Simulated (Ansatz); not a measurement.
Surface: Si(111) 1x1 surface, 6 top atoms, 3 bilayers, bottom bilayer H-capped and fixed, every top atom capped by H; cell 11.5 x 6.6 Å; two neighbouring H replaced by SH; about 7 Å thick over the host's atoms, 18 atoms held. All values below come from PBE-D3(BJ) (plane waves to 420 eV, PAW; Ansatz, a quantum-chemistry and plane-wave program). Sampling: 1x2x1 k points. The slab states were run without spin polarisation. Results hold for this slab, coverage and mesh. Barriers come from a climbing-image nudged elastic band between relaxed ends, or a saddle search from its top (force threshold 0.05 eV/Å), without zero-point or thermal terms. The saddle order is not shown. The ends were relaxed from one prepared geometry each.

Step: H2S attacks the fragment of GeH4 (once exchanged) and H2 forms. It starts from the surface left by an earlier step (GeH4 exchanges a ligand with a surface S-H group and H2 forms), after H2 has left. Bonds to break: Ge(a0)-H(a3), S(b0)-H(b1). Bonds to form or keep: Ge(a0)-S(b0), H(a3)-H(b1).

Relaxed start, atoms near the reaction:

```
atom    x (Å)   y (Å)   z (Å)
------  -----  ------  ------
Si(1)   1.891   9.991   9.476
Si(15)  3.818   6.645   9.523
Si(16)  5.771   9.993   9.555
Si(17)  5.756   7.759   8.814
H(29)   3.750   6.620  11.018
H(44)   7.763   6.608  11.009
S(46)   6.069  10.343  11.664
S(48)   1.783   3.495  11.647
H(49)   0.425   3.502  11.684
Ge(a0)  5.316   8.494  12.765
H(a2)   5.992   7.286  12.112
H(a3)   3.791   8.463  12.665
H(a4)   5.815   8.747  14.193
S(b0)   4.180   5.526  14.145
H(b1)   3.411   5.211  13.075
H(b2)   3.109   5.980  14.839
```

Q: Is there a barrier, and what are it and the reaction energy?

A: Barrier 1.83 eV forward and 2.04 eV back, reaction energy -0.21 eV.

Q: How long are the bonds that change, at the top of the path?

A: 
```
pair          start (Å)  top (Å)  end (Å)
------------  ---------  -------  -------
Ge(a0)-H(a3)       1.53     1.84     5.13
Ge(a0)-S(b0)       3.46     2.58     2.23
H(a3)-H(b1)        3.30     0.91     0.75
S(b0)-H(b1)        1.35     1.91     3.92
```
